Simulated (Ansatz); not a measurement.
The parent structure is ZnO in the wurtzite structure (space group P6_3mc, No. 186).

```
CELL_PARAMETERS angstrom
      3.23524     0.00000     0.00000
     -1.61762     2.80180     0.00000
      0.00000     0.00000     5.21128
ATOMIC_POSITIONS crystal
  Zn 0.66667 0.33333 0.00243
  Zn 0.33333 0.66667 0.50243
  O  0.66667 0.33333 0.62277
  O  0.33333 0.66667 0.12277
```

Method: Ansatz (a quantum-chemistry and plane-wave program) r2SCAN, no SOC, earlier PAW set.

Its conduction minimum is a single valley at Γ with mass 0.19 mₑ.

The change: 0.236 electrons added to each cell, a density of 5.0×10^21 cm⁻³, with a uniform compensating background at fixed cell and a 300 K Fermi–Dirac width.

Question: Where would a parabolic band put the Fermi level, and where does the calculation put it?

Answer: k_F = (3π²n)^(1/3) = 0.529 Å⁻¹, so ħ²k_F²/2m = 5.6 eV above the band edge at zero temperature. The calculation gives 2.35 eV (to 0.05 eV): the band is strongly non-parabolic or higher valleys fill at this density.

Carriers are added with a uniform compensating background; total energy and stress of such cells depend on the potential's zero and are not compared; many-body gap narrowing is missing at this level. The levels and masses belong to the bands next to the band gap. Effective masses come from finite differences of ±0.01 Å⁻¹. No phonon test of stability was made.
